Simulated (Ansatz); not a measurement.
Results of r²SCAN0 (plane waves, PAW; Ansatz, an electronic-structure program) for CaO (model structure, started from the wurtzite type, P6₃/mmc, No. 194, 4 atoms in the cell).

Run with plane-wave cutoff 520 eV, 9×9×6 k mesh (along the axes of the cell as run), Fermi–Dirac smearing 0.01 eV, scalar-relativistic PAW data made under PBE.

Cell (relaxed with PBEsol):

```cif
data_Ca2O2
_chemical_formula_sum 'Ca2 O2'
_space_group_name_H-M_alt 'P 1'
_space_group_IT_number 1
_cell_length_a 3.95619
_cell_length_b 3.95619
_cell_length_c 4.74327
_cell_angle_alpha 90.000
_cell_angle_beta 90.000
_cell_angle_gamma 120.000
loop_
_space_group_symop_operation_xyz
  'x, y, z'
loop_
_atom_site_label
_atom_site_type_symbol
_atom_site_fract_x
_atom_site_fract_y
_atom_site_fract_z
_atom_site_occupancy
Ca1 Ca 0.66667 0.33333 0.06260 1
Ca2 Ca 0.33333 0.66667 0.56260 1
O1 O 0.66667 0.33333 0.56260 1
O2 O 0.33333 0.66667 0.06260 1
```

Q: What does this level give for the band gap?

A: 
- band gap = 5.61 eV (on the SCF k mesh)

Note: the relaxation could raise the start's symmetry but not lower it, so the cell can be a saddle point; cell and atoms aren't relaxed at this level (pressure 1.0 GPa).

Computing time: roughly 6 core-minutes.

A model structure was made by putting elements into a prototype or built by hand; it is no filed structure, need not be a known phase, and can be a saddle point held by its symmetry.
